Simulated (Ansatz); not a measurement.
The starting structures come from a database of crystals and need not be the phases stable at ambient conditions.

By PBEsol, the system below comes out a metal.

```xyz
6
Lattice="2.9294 0.0000 0.0000 0.0000 8.7172 0.0000 0.0000 4.3586 2.5164" Properties=species:S:1:pos:R:3 pbc="T T T"
Y      0.0000     0.0000     0.0000
Co     1.4647     6.5379     1.2582
Co     1.4647     4.3586     0.0000
Co     1.4647     2.1793     1.2582
B      0.0000     5.8115     0.0000
B      0.0000     2.9057     0.0000
```

Space group of this cell: P6/mmm. The cell is taken as given; by PBEsol its mean pressure is -3.8 GPa.

The current flows along the normal of the first two printed cell vectors, the (110) plane of the conventional cell. No spin-orbit coupling; the value is a mean over 0.1 eV about the Fermi level.

Question: State the ballistic conductance per area according to Ansatz (an electronic-structure program) with PBEsol.

Answer: 0.36 × 10¹⁵ S/m² for both spins.
